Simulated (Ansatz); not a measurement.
The reference is K2Te in the anti-fluorite structure (space group Fm-3m, No. 225).

```yaml
crystal:
  lattice:
    - [0.00000, 4.04545, 4.04545]
    - [4.04545, 0.00000, 4.04545]
    - [4.04545, 4.04545, 0.00000]
  atoms:
    - { symbol: K, position: [0.25000, 0.25000, 0.25000] }
    - { symbol: K, position: [0.75000, 0.75000, 0.75000] }
    - { symbol: Te, position: [0.00000, 0.00000, 0.00000] }
```

Cartesian axes are those of the cell as printed.

Level of theory: PBEsol (Ansatz, a first-principles code; PAW; 420 eV plane waves; no spin-orbit coupling).

Before the change:

| Item | Result |
|---|---|
| Valley order | Γ 2.16 eV; X along ⟨100⟩ 3.07 eV |

It is then changed as follows: biaxial strain −2.50 %, plane normal [001], relaxed out of plane (Cartesian); in-plane vectors clamped, the third vector and the atoms free.

**Question.** Predict the new valley order.

**Answer.** The valley order (the lowest conduction-band minima on the path, energy above the VBM, named in the base's zone) changes from Γ 2.16 eV; X along ⟨100⟩ 3.07 eV to Γ 2.18 eV; X along [001] 2.98 eV; X along [100] 3.04 eV.

**Question.** What happens to the ratio −ε⊥/ε∥?

**Answer.** The ratio −ε⊥/ε∥ is 0.81.

With Te present, leaving out spin-orbit coupling can change the band edges. The levels and masses belong to the bands next to the band gap. Whether these cells are dynamically stable was not tested.
